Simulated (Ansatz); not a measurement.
H_O in ferroelectric LiNbO3: one set of geometries, relaxed with PBE, evaluated in Ansatz (PAW, plane waves to 420 eV, 500 eV under r2SCAN) with PBE, r2SCAN.

Cell and caveats: 120-site cell; 2×2×2 Γ-centred k-points; start: the O site; charged states image-corrected; not converged in cell size; flagged in the runs: a host whose relaxation on this sampling wasn't shown to rest, a strain field that reaches the edge of the cell.

```tsv
quantity	PBE	r2SCAN
host gap (eV)	3.53	[?]
ε(+1/0) above the VBM (eV)	3.30	[?]
neutral formation energy against H2 molecule in a box, O2 molecule in a box (eV)	4.68	[?]
largest moment on one atom at charge 0 (μB)	0.17	[?]
```

### Question
Given the lower rungs, what does r2SCAN give?

### Answer

- host gap (eV), r2SCAN: 3.94
- ε(+1/0) above the VBM (eV), r2SCAN: 3.66
- neutral formation energy against H2 molecule in a box, O2 molecule in a box (eV), r2SCAN: 5.00
- largest moment on one atom at charge 0 (μB), r2SCAN: 0.21

Ansatz is an electronic-structure program.
